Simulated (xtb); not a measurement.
xtb 6.7.1, GFN2-xTB: V(O)(OiPr)2(NH2) (CC(C)[O][V]([NH2])(=[O])[O]C(C)C), 27 atoms. The geometry is a generated start, not checked to be a minimum at this level.

```json
{
 "method": "GFN2-xTB",
 "--acc": "1 (default)",
 "--etemp (K)": "300 (default)",
 "detailed input (--input)": "none: ANC optimiser, Lindh (1995) Hessian, microcycle=20, maxdispl=1.0, hlow=0.01 (default)",
 "basis_functions": "66",
 "valence_electrons": "68"
}
```

```xyz
27

V     -0.5570     0.7780     0.4477
O      0.3514     1.8160     1.0760
O     -0.0226     0.3018    -1.0236
C      0.8148     0.5986    -2.0781
C      0.8473     2.1188    -2.2784
C      0.3483    -0.1249    -3.3477
H      1.8330     0.2487    -1.8178
H     -0.1368     2.4602    -2.6014
H      1.5908     2.3987    -3.0188
H      1.0841     2.5863    -1.3208
H      0.3468    -1.2014    -3.1863
H     -0.6637     0.1913    -3.5957
H      1.0091     0.1081    -4.1783
O     -0.9096    -0.5003     1.3976
C     -0.4956    -1.3180     2.4234
C      0.8605    -0.8215     2.9361
C     -0.4011    -2.7658     1.9229
H     -1.2391    -1.2630     3.2417
H      1.5853    -0.8721     2.1186
H      1.2067    -1.4224     3.7732
H      0.7637     0.2210     3.2450
H     -1.3770    -3.1110     1.5881
H      0.2909    -2.8073     1.0815
H     -0.0454    -3.4199     2.7138
N     -2.0360     1.7361     0.2229
H     -2.1786     2.7077     0.4736
H     -2.8704     1.3561    -0.2151
```

Charge 0 and multiplicity 1 are set for this test and not shown to be the ground state.

The structure is relaxed from this start with --opt LEVEL for the levels crude, sloppy, loose, lax, normal, tight, vtight, extreme, once each. Up to the end of the extreme run atoms move by at most 3.6 Å along an axis.

Problem. What is the loosest level that ends within 1 meV of the extreme run, and how many cycles does it take?

Solution. normal: 124 cycles against 152, ending 0.37 meV above.

| level | cycles | energy above the extreme run (meV) | gradient norm (eV/Å) |
|---|---|---|---|
| crude | 1 | 190 | 0.12 |
| sloppy | 1 | 190 | 0.12 |
| loose | 1 | 190 | 0.12 |
| lax | 1 | 190 | 0.12 |
| normal | 124 | 0.37 | 0.043 |
| tight | 128 | 0.19 | 0.017 |
| vtight | 150 | under 0.01 | 0.0015 |
| extreme | 152 | — | 0.0011 |
